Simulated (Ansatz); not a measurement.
**How far to go with shifted k-point meshes: SnO (Pm, 4 atoms in the cell)**

```
CELL_PARAMETERS angstrom
      3.37177     0.00000     0.00000
      0.00000     5.70247     0.00000
      0.00000     0.00000     4.24308
ATOMIC_POSITIONS crystal
  Sn 0.00000 0.23191 0.52492
  Sn 0.50000 0.76809 0.01314
  O  0.00000 0.89125 0.73686
  O  0.50000 0.10875 0.23686
```

Method of the run: PBEsol, default PAW files made with PBE (plane waves; Ansatz, a first-principles code).

Base settings: basis.ecutwfc = 420 eV; kpoints.mp_grid.grid = 7 5 6; hamiltonian.xc = pbesol; hamiltonian.pseudopotentials = {kind: paw} (the program's default PAW files); scf.occupations.method = fixed.

In this ladder: kpoints.mp_grid.shift = 0.5 0.5 0.5.

Shifted meshes do not hold Γ, so a gap read on them misses any band edge there.

Only quantities that move along the ladder and can be compared are tabulated.

The count of work is k-points × plane waves × bands × iterations; it is no time. Core times come from one kind of shared machine, to one figure; runs under 30 s give none.

The starting cell comes from a database of computed structures (which also holds hypothetical and non-ambient phases and stackings), without a prior relaxation at this level. Its lattice was rescaled by up to half a per cent. One atom was moved a little off its site on purpose. In the base run, with a pressure of about -4 GPa the cell is away from its equilibrium volume at this level. Ansatz's pressure includes its estimate of the finite-basis (Pulay) stress.

```tsv
kpoints.mp_grid.grid	free energy less the last step's (meV/atom)	pressure (GPa)	largest difference of a force vector from the last step's (eV/Å)	gap on the mesh (eV)	count of work / last	core time / last (rough)
2 1 2	25.49	-4.25	0.632	3.855	0.00082	–
2 2 2	-63.55	-4.98	0.181	3.569	0.0016	–
3 2 2	8.99	-4.25	0.067	2.313	0.0033	–
3 2 3	-3.50	-4.53	0.049	2.198	0.0049	–
4 2 3	2.40	-4.29	0.019	2.432	0.0049	–
4 3 3	0.23	-4.35	0.012	2.148	0.0082	–
4 3 4	0.65	-4.34	0.008	1.886	0.0098	–
5 3 4	-0.92	-4.47	0.005	2.077	0.015	–
6 4 5	0.21	-4.42	0.002	1.720	0.025	–
7 4 6	0.02	-4.43	0.001	1.737	0.039	–
8 5 6	0.00	-4.43	0.000	1.578	0.049	–
8 5 7	-0.01	-4.43	0.000	1.547	0.059	–
9 6 8	-0.01	-4.42	0.000	1.518	0.098	0.2
10 6 8	-0.01	-4.43	0.000	1.597	0.098	–
11 7 9	-0.01	-4.43	0.000	1.415	0.16	0.2
13 8 10	-0.01	-4.43	0.000	1.443	0.23	0.2
14 8 11	0.00	-4.43	0.000	1.421	0.25	0.2
16 9 12	0.00	-4.43	0.000	1.368	0.35	0.5
17 10 14	0.00	-4.43	0.000	1.401	0.52	0.7
19 11 15	0.00	-4.43	0.000	1.349	0.68	0.5
21 13 17	0.00	-4.43	0.000	1.334	1.0	1
```

Coarsest kpoints.mp_grid.grid that holds the pressure within 0.5 GPa of the last step, with all finer ones: 3 2 2, at 0.0033 of the last step's count of work; the step before is off by 0.55 GPa.

Coarsest kpoints.mp_grid.grid that holds the forces within 0.01 eV/Å of the last step, with all finer ones: 4 3 4, at 0.0098 of the last step's count of work; the step before is off by 0.012 eV/Å.

The gap on the mesh jumps up and down from mesh to mesh; it is no smooth measure of convergence.

Keys are those of Ansatz 0.2.
